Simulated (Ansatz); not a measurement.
Base system: ZrSi in the rock salt structure (space group Fm-3m, No. 225; a = 5.3969 Å; a hypothetical phase, not in the database extracts checked).

Calculations: PBE in Ansatz (plane waves to 420 eV, PAW, spin-orbit coupling left out), earlier PAW set.

One change was made to it. Results:

| quantity | base | after |
|---|---|---|
| shortest interatomic distance | 2.698 Å | 2.707 Å |
| band gap | zero | zero |

Which change produced these results?
(A) pressure −2 GPa
(B) pressure 15 GPa
(C) pressure −1 GPa
(D) pressure 7 GPa

C, pressure −1 GPa. For comparison, the shortest interatomic distance in the other runs: pressure −2 GPa gives 2.715 Å; pressure 7 GPa gives 2.649 Å; pressure 15 GPa gives 2.603 Å.

Load acts through the strain it causes; cell and atoms are relaxed under it. Whether these cells are dynamically stable was not tested. Competing high-pressure phases were not computed. All final runs are without spin polarisation.

Ansatz is a quantum-chemistry and plane-wave program.
